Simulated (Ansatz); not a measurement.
Functionals compared on the (31-40) surface of hcp Zr in its 1x1 cell, outermost plane spacing 0.52 Å in the ideal cut, in Ansatz (plane waves, PAW). The structure was relaxed with PBE; the other rows are single points on it, each with its references at the same level. Cutoff 420 eV (500 eV for r2SCAN).

Slab: 28 atoms, 10.6 Å thick at the start; k 7x4x1, smearing 0.1 eV, dipole-corrected; all atoms relaxed; symmetry of the start imposed; no spin, no spin-orbit, no U. These notes are the PBE run's.

| functional | surface energy (J/m²) | work function of the top face (eV) | rough cost of the single point |
|---|---|---|---|
| PBE | 1.70 | 3.43 | – |
| LDA | 1.91 | 3.68 | roughly 4 core-minutes |
| PBEsol | 1.86 | 3.50 | about 4 core-minutes (a rough figure) |
| RPBE | 1.58 | 3.30 | about 5 core-minutes (a rough figure) |
| r2SCAN | 1.82 | 3.41 | very roughly 10 core-minutes |

Ansatz is a quantum-chemistry and plane-wave program.
